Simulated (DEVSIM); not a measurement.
**abrupt Si p-n junction**

Structure: abrupt Si p-n junction, at 300 K.

```
layer (left to right)  material  thickness (μm)  Nd (cm⁻³)  Na (cm⁻³)   τn (s)   τp (s)
---------------------  --------  --------------  ---------  ---------  -------  -------
1                            Si           0.810          -     2.9e14  0.00024  0.00024
2                            Si             250     7.1e17          -  0.00024  0.00024
```

Left contact: ohmic. Right contact: ohmic. Voltage is applied to the left contact. Recombination: SRH at mid-gap, radiative, Auger. Mobility is constant in doping.

This is a model device: material constants are rounded textbook-type values typed into the input, and sizes, dopings and lifetimes were drawn at random. Values at 300 K.

```
parameter           Si
-------------  -------
gap (eV)         1.124
affinity (eV)     4.05
permittivity      11.7
Nc (cm⁻³)      2.86e19
Nv (cm⁻³)       3.1e19
μn (cm²/Vs)       1417
μp (cm²/Vs)        470
B (cm³/s)      4.7e-15
Cn (cm⁶/s)     2.8e-31
Cp (cm⁶/s)     9.9e-32
```

DEVSIM, 1D drift-diffusion, Boltzmann statistics, complete ionisation; no tunnelling, impact ionisation, image-force lowering or self-heating.

The potential step across the device at zero bias is 0.729 V and the largest field in the device at zero bias is 46000 V/cm. The dark forward voltage at 1 A/cm² is 0.409 V and the dark forward voltage at 100 A/cm² is 0.595 V.

Dark forward current:

| V (V) | J (A/cm²) |
|---|---|
| 0.05 | 3.1e-6 |
| 0.10 | 2.2e-5 |
| 0.15 | 0.00014 |
| 0.20 | 0.00082 |
| 0.25 | 0.0048 |
| 0.30 | 0.027 |
| 0.35 | 0.15 |
| 0.40 | 0.75 |
| 0.45 | 3.5 |
| 0.50 | 14 |
| 0.60 | 110 |
| 0.65 | 220 |
| 0.70 | 380 |
| 0.75 | 580 |
| 0.80 | 800 |
| 0.85 | 1000 |
| 0.90 | 1300 |
| 0.95 | 1500 |
| 1.00 | 1800 |
| 1.05 | 2100 |

Dark reverse current:

```
V (V)   J (A/cm²)
------  ---------
-0.40     -1.0e-6
-1.00     -1.7e-6
-2.00     -2.9e-6
-3.00     -4.0e-6
-4.00     -5.1e-6
-6.00     -7.3e-6
-8.00     -9.6e-6
-10.00    -1.2e-5
-13.00    -1.5e-5
-16.00    -1.8e-5
```
